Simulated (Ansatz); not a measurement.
Consider GaSe in the beta-GaS type structure (space group P6_3/mmc, No. 194; a = 3.7694 Å, c = 15.9642 Å; layered, stacked along the Cartesian z axis). Axes: x lies along a and z along c of the hexagonal cell.

Computed with plane-wave PAW DFT at the PBE-D3(BJ) level (Ansatz, a first-principles code, 420 eV), no spin-orbit coupling, earlier PAW set.

Base values:

The gap character is direct at Γ and the shortest interatomic distance is 2.444 Å. The pressure is 0.0 kbar. The band gap is 0.87 eV.

Modification: biaxial strain +0.69 %, plane normal [001], relaxed out of plane (Cartesian); in-plane vectors clamped, the third vector and the atoms free.

Task: Predict the new out-of-plane strain, gap character, shortest interatomic distance, pressure and band gap.

Result: The out-of-plane strain amounts to -0.37 %; the gap character stays direct at Γ; the shortest interatomic distance is nearly the same (2.444 Å against 2.445 Å); the pressure (mean of the normal stresses, compression positive) goes from zero to -5.0 kbar; the band gap decreases by 0.16 eV, from 0.87 eV to 0.71 eV.

No phonon test of stability was made.
